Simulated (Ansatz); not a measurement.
```yaml
crystal:
  lattice:
    - [14.00000, 0.00000, 0.00000]
    - [0.00000, 11.00000, 0.00000]
    - [0.00000, 0.00000, 3.50041]
  atoms:
    - { symbol: Na, position: [0.38830, 0.50000, 0.00000] }
    - { symbol: Na, position: [0.61170, 0.50000, 0.50000] }
```

These are PBE (plane waves to 420 eV, PAW; Ansatz, a program for electronic structure) values and carry that method's errors. Mesh 1×1×86. No spin polarisation, so a magnetic state wasn't tested. Periodic along z alone, with about 11 Å of vacuum beside it. A model structure. It keeps the symmetry and period of its start, so it need not be a minimum against all distortions. Pairing along the axis, which can open a gap, is among the distortions not tried.

### Question
Say what this body is, and give its properties.

### Answer
Free triangular strip chain of Na atoms. A hypothetical model.
- PBE gap: none (under 0.01 eV)
- crossings of the Fermi level between Γ and the zone edge (49 points): 2, each for both spins (ideal conductance 2 × 2e²/h)
